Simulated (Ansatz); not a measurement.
PbSe in the rock salt structure (space group Fm-3m, No. 225)

```
PbSe
1.0
    0.00000     3.10857     3.10857
    3.10857     0.00000     3.10857
    3.10857     3.10857     0.00000
Se Pb
1 1
Direct
  0.00000   0.00000   0.00000
  0.50000   0.50000   0.50000
```

The values are results of PBE (Ansatz, a program for electronic structure; PAW; 420 eV plane waves; spin-orbit coupling left out), not measurements. Settings: 9×9×9 k-points, 0.05 eV Fermi–Dirac smearing.

| Property | Result |
|---|---|
| Volume per atom | 30.04 Å³ |
| Density | 7.91 g/cm³ |
| Band gap | 0.43 eV, direct at L |
| Electron mass | 0.15 mₑ along k, 0.12 mₑ across |
| Hole mass | 0.18 mₑ along k, 0.11 mₑ across |
| Lowest conduction-band minima above the VBM | L along ⟨111⟩ 0.43 eV; a point along ⟨110⟩, about 0.6 Å⁻¹ from Γ 1.22 eV |
| Total energy | -8688.311 eV/atom (σ→0; compares only within this code and set-up) |

With Pb present, leaving out spin-orbit coupling can change the band edges. Effective masses come from finite differences of ±0.01 Å⁻¹. Along k means along the line from Γ to the band edge. Stability against distortions was not tested.
